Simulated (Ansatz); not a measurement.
Electronic density of states of amorphous Si$_{20}$P$_{2}$O$_{45}$, density 2.31 g/cm³, on a 2×2×2 Γ-centred mesh with a Gaussian width of 0.1 eV; energies count from the Fermi level, whose place inside the gap is arbitrary. Cell and mesh are small, so fine structure isn't converged. Calculation: PBE (plane waves to 420 eV, PAW; Ansatz, an electronic-structure program). Sampling: a 2×2×2 Γ-centred mesh; Fermi-Dirac width 0.02 eV; no spin polarisation. At PBE the levels at the filled edge of the gap are localised (band-tail or defect states), and the nearest spread-out levels lie 4.9 eV apart at the zone centre.

A CHGNet melt-quench gave the starting glass, which DFT then relaxed. O atoms were pushed apart under 1.9 Å during the dynamics, to hinder bonds among them. It is a model cell: composition and starting density were chosen by hand, and all elements were melted together. No dispersion term was used. Its density started from a set value of 2.26 and ended at 2.31 g/cm³. Cooling (nominally 1100 K/ps over its main leg) ran many orders faster than in experiment, which tends to leave more defects and strain. A cell of this size samples the disorder only roughly. The volume was free in the relaxation, at fixed shape. Stress components on the final sampling reach 1.3 GPa.

(E - EF (eV), states/(eV atom)): (-12.00, 0.12); (-11.90, 0.14); (-11.80, 0.18); (-11.70, 0.19); (-11.60, 0.19); (-11.50, 0.20); (-11.40, 0.19); (-11.30, 0.16); (-11.20, 0.14); (-11.10, 0.14); (-11.00, 0.17); (-10.90, 0.23); (-10.80, 0.20); (-10.70, 0.15); (-10.60, 0.16); (-10.50, 0.20); (-10.40, 0.26); (-10.30, 0.25); (-10.20, 0.22); (-10.10, 0.21); (-10.00, 0.22); (-9.90, 0.24); (-9.80, 0.27); (-9.70, 0.33); (-9.60, 0.35); (-9.50, 0.29); (-9.40, 0.33); (-9.30, 0.36); (-9.20, 0.36); (-9.10, 0.35); (-9.00, 0.34); (-8.90, 0.39); (-8.80, 0.47); (-8.70, 0.50); (-8.60, 0.38); (-8.50, 0.43); (-8.40, 0.58); (-8.30, 0.52); (-8.20, 0.27); (-8.10, 0.17); (-8.00, 0.22); (-7.90, 0.24); (-7.80, 0.32); (-7.70, 0.41); (-7.60, 0.43); (-7.50, 0.42); (-7.40, 0.40); (-7.30, 0.38); (-7.20, 0.31); (-7.10, 0.31); (-7.00, 0.33); (-6.90, 0.41); (-6.80, 0.41); (-6.70, 0.40); (-6.60, 0.53); (-6.50, 0.62); (-6.40, 0.66); (-6.30, 0.61); (-6.20, 0.57); (-6.10, 0.57); (-6.00, 0.61); (-5.90, 0.65); (-5.80, 0.68); (-5.70, 0.70); (-5.60, 0.76); (-5.50, 0.79); (-5.40, 0.82); (-5.30, 0.82); (-5.20, 0.88); (-5.10, 0.89); (-5.00, 0.74); (-4.90, 0.68); (-4.80, 0.78); (-4.70, 0.90); (-4.60, 0.91); (-4.50, 0.80); (-4.40, 0.72); (-4.30, 0.67); (-4.20, 0.59); (-4.10, 0.59); (-4.00, 0.67); (-3.90, 0.67); (-3.80, 0.58); (-3.70, 0.44); (-3.60, 0.35); (-3.50, 0.36); (-3.40, 0.35); (-3.30, 0.24); (-3.20, 0.12); (-3.10, 0.02); (-3.00, 0.04); (-2.90, 0.15); (-2.80, 0.10); (-2.70, 0.01); (-2.60, 0.00); (-2.50, 0.00); (-2.40, 0.00); (-2.30, 0.00); (-2.20, 0.00); (-2.10, 0.00); (-2.00, 0.00); (-1.90, 0.00); (-1.80, 0.00); (-1.70, 0.01); (-1.60, 0.12); (-1.50, 0.28); (-1.40, 0.16); (-1.30, 0.02); (-1.20, 0.00); (-1.10, 0.00); (-1.00, 0.00); (-0.90, 0.00); (-0.80, 0.00); (-0.70, 0.00); (-0.60, 0.00); (-0.50, 0.00); (-0.40, 0.00); (-0.30, 0.00); (-0.20, 0.00); (-0.10, 0.00); (0.00, 0.00); (0.10, 0.00); (0.20, 0.00); (0.30, 0.00); (0.40, 0.00); (0.50, 0.00); (0.60, 0.00); (0.70, 0.00); (0.80, 0.00); (0.90, 0.00); (1.00, 0.00); (1.10, 0.00); (1.20, 0.00); (1.30, 0.01); (1.40, 0.02); (1.50, 0.01); (1.60, 0.00); (1.70, 0.02); (1.80, 0.04); (1.90, 0.04); (2.00, 0.04); (2.10, 0.05); (2.20, 0.09); (2.30, 0.08); (2.40, 0.05); (2.50, 0.06); (2.60, 0.07); (2.70, 0.12); (2.80, 0.12); (2.90, 0.11); (3.00, 0.08); (3.10, 0.07); (3.20, 0.11); (3.30, 0.14); (3.40, 0.14); (3.50, 0.16); (3.60, 0.18); (3.70, 0.20); (3.80, 0.24); (3.90, 0.26); (4.00, 0.25); (4.10, 0.20); (4.20, 0.23); (4.30, 0.29); (4.40, 0.32); (4.50, 0.28); (4.60, 0.27); (4.70, 0.37); (4.80, 0.40); (4.90, 0.39); (5.00, 0.40); (5.10, 0.38); (5.20, 0.41); (5.30, 0.47); (5.40, 0.49); (5.50, 0.50)

The level gap on this mesh is 2.87 eV; the broadening fills part of it in the curve.
